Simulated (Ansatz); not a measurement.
Results of LDA (PAW; Ansatz, a first-principles code) for B (model structure, started from the black-P type, Cmce, No. 64, 4 atoms in the cell).

Settings: plane-wave cutoff 520 eV, 22×22×16 k mesh (along the axes of the cell as run), Fermi–Dirac smearing 0.05 eV, scalar-relativistic PAW data made under PBE.

Cell (relaxed at this level):

```cif
data_B8
_chemical_formula_sum 'B8'
_space_group_name_H-M_alt 'Cmce'
_space_group_IT_number 64
_space_group_name_Hall '-C 2ac 2'
_cell_length_a 2.90126
_cell_length_b 5.26693
_cell_length_c 3.22352
_cell_angle_alpha 90.000
_cell_angle_beta 90.000
_cell_angle_gamma 90.000
loop_
_atom_site_label
_atom_site_type_symbol
_atom_site_symmetry_multiplicity
_atom_site_Wyckoff_symbol
_atom_site_fract_x
_atom_site_fract_y
_atom_site_fract_z
_atom_site_occupancy
B1 B 8 f 0.00000 0.15651 0.09019 1
```
(The calculation used a cell of 4 atoms; values per cell refer to that cell.)

Q: Estimate the bulk modulus that the calculation returns.

A: 
bulk modulus: 281 GPa

The run finds no gap.

Note: the bulk modulus is −V dP/dV from two relaxed cells at ±2 % in volume; the relaxation could raise the start's symmetry but not lower it, so the cell can be a saddle point.

Static lattice: no zero-point or thermal effects.

A model structure was made by putting elements into a prototype or built by hand; it is no filed structure, need not be a known phase, and can be a saddle point held by its symmetry.
